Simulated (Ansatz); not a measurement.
Worked sum: formation energy of Cu_Al in Al (fcc, Fm-3m)

This concerns the formation energy of Cu_Al in Al (fcc, Fm-3m). Reaction: 107 Al (fcc) + Cu (fcc) → cell A.

A: a supercell of 108 sites of Al (fcc, Fm-3m) with Cu on an Al site (12 Al at 2.82 Å); spin state with PBE: run without spin.

Setting: static, neutral cells in Ansatz (PAW) whose structures rest at the PBE level. Ansatz (a first-principles code) runs with its default PAW set. Larger cells are relaxed from a start prepared with the learned potential CHGNet, on a coarser mesh till forces fall under 0.03 eV/Å, which some starts already meet. A dispersion term (D3(BJ), or D4 for r2SCAN) was computed beside these levels and is taken off wherever the name lacks it. Space groups of crystals are read within 0.01 Å. Mesh and cell size may move defect energies by 0.1 eV or more. Cell A has symmetry Pm-3m within 0.02 Å and got no random move, so less symmetric positions, which may lie lower, weren't tried.

Total energies of the cells in eV, at zero smearing width. They compare only within one column; the weights balance every element.

```
cell         atoms    weight           PBE
-----------  -----  --------  ------------
A: Al:Cu_Al    108        +1  -64137.59783
Al (fcc)       108  −107/108  -58049.82148
Cu (fcc)         1        −1   -6625.17461
```

PBE: (-64137.59783) − 107/108 × (-58049.82148) − (-6625.17461) = -0.100 eV.
